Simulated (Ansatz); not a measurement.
Base system: InP in the zinc blende structure (space group F-43m, No. 216; a = 5.959 Å).

All numbers come from Ansatz (an electronic-structure program), PBE, PAW, cutoff 420 eV, spin-orbit coupling left out.

Base values:

| Item | Result |
|---|---|
| Electron mass | 0.037 mₑ (at Γ) |
| Band gap | 0.44 eV |
| Hole mass | 0.037, 0.47, 0.47 mₑ (at Γ) |

Now apply this change: the cell is scaled by 0.9786 in all directions, atoms relaxed at fixed cell.

Q: How does this affect the electron mass, band gap and hole mass?

A: The electron mass changes from 0.037 mₑ (at Γ) to 0.062 mₑ (at Γ); the band gap goes up by 0.354 eV, from 0.44 eV to 0.80 eV; the hole mass (degenerate bands, along [100]) becomes 0.062, 0.43, 0.43 mₑ (at Γ) (base: 0.037, 0.47, 0.47 mₑ (at Γ)).

The cells carry an imposed strain or load. Effective masses come from finite differences of ±0.01 Å⁻¹. No phonon test of stability was made.
